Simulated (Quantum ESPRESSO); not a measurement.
Input and output of a self-consistent single point for AlNi (Pm-3m, 2 atoms in the cell) (Quantum ESPRESSO).

Method of the run: PBE, GBRV 1.5 ultrasoft (PBE) pseudopotentials (plane waves; Quantum ESPRESSO).

The change in words: lattice scaled by 1.03. Reference geometry:
```
AlNi
1.0
    2.86514     0.00000     0.00000
    0.00000     2.86514     0.00000
    0.00000     0.00000     2.86514
Al Ni
1 1
Direct
  0.50000   0.50000   0.50000
  0.00000   0.00000   0.00000
```

Reference input (self-consistent single point, DFT, PBE, plane waves, GBRV 1.5 ultrasoft (PBE) pseudopotentials): ecutwfc = 50 Ry; ecutrho = 400 Ry; occupations = smearing; smearing = gaussian; degauss = 0.0147 Ry; potentials = {Al: al_pbe_v1.uspp.F.UPF, Ni: ni_pbe_v1.4.uspp.F.UPF}; K_POINTS = automatic 8 8 8 0 0 0; conv_thr = 1e-10 Ry. This run's input differs from it in these lines:

```diff
@@ -10,3 +10,3 @@
  ibrav = 1
- A = 2.8651430000
+ A = 2.9510970000
  nat = 2
```

Log, with long lists cut:

```
     Self-consistent Calculation

     iteration #  1     ecut=    50.00 Ry     beta= 0.70

     total energy              =    -313.06051930 Ry
     estimated scf accuracy    <      56.06573773 Ry

     iteration #  2     ecut=    50.00 Ry     beta= 0.70

     total energy              =    -350.20892522 Ry
     estimated scf accuracy    <      79.08974141 Ry

     iteration #  3     ecut=    50.00 Ry     beta= 0.70

     total energy              =    -350.69219958 Ry
     estimated scf accuracy    <      14.87247716 Ry

   [... 21 blocks of this kind left out ...]

     iteration # 25     ecut=    50.00 Ry     beta= 0.70

     total energy              =    -350.07889567 Ry
     estimated scf accuracy    <          1.3E-10 Ry

     iteration # 26     ecut=    50.00 Ry     beta= 0.70
     End of self-consistent calculation

     the Fermi energy is    12.5806 ev

!    total energy              =    -350.07889567 Ry
     estimated scf accuracy    <          8.0E-12 Ry
     smearing contrib. (-TS)   =      -0.00171794 Ry
     internal energy E=F+TS    =    -350.07717774 Ry

     convergence has been achieved in  26 iterations

     Forces acting on atoms (cartesian axes, Ry/au):

     atom    1 type  1   force =     0.00000000    0.00000000    0.00000000
     atom    2 type  2   force =     0.00000000    0.00000000    0.00000000

     Total force =     0.000000     Total SCF correction =     0.000000

          total   stress  (Ry/bohr**3)                   (kbar)     P=      -80.67
  -0.00054839   0.00000000   0.00000000          -80.67        0.00        0.00
   0.00000000  -0.00054839   0.00000000            0.00      -80.67        0.00
   0.00000000   0.00000000  -0.00054839            0.00        0.00      -80.67

   JOB DONE.
```

The run converged in 26 iterations. Against the reference run the free energy goes up by 12.8 meV/atom and the pressure goes from 5.27 to -8.07 GPa.

The starting cell comes from a database of computed structures (which also holds hypothetical and non-ambient phases and stackings), without a prior relaxation at this level. Its lattice was rescaled by a random factor within 2.5 % of one. For this run, on top of that: lattice scaled by 1.03. Spin polarisation is off.
